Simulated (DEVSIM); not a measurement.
Structure: Ti/SiO2/p-InP capacitor, at 300 K.

Layer 1 from the left is SiO2, thickness (nm) 8.90. Layer 2 from the left is InP, thickness (nm) 1100, Na (cm⁻³) 3.4e17.

Metal gate on the left, work function 4.33 eV. Fixed charge at the semiconductor interface 0 cm⁻² (in units of +e); no interface traps.

This is a model device: material constants are rounded textbook-type values typed into the input, and sizes, dopings and lifetimes were drawn at random. Values at 300 K.

SiO2: gap (eV) 9, affinity (eV) 0.9, permittivity 3.9. InP: gap (eV) 1.344, affinity (eV) 4.38, permittivity 12.5, Nc (cm⁻³) 5.7e17, Nv (cm⁻³) 1.1e19.

DEVSIM, 1D Poisson equation in equilibrium, Boltzmann statistics, complete ionisation; no quantum confinement or tunnelling. Metal contacts follow the ideal Schottky-Mott rule: no Fermi-level pinning, no interface dipoles.

Q: What does the simulation give for the flat-band voltage, the minimum of the low-frequency capacitance?

A: flat-band voltage -1.30 V; minimum of the low-frequency capacitance 0.118 μF/cm².
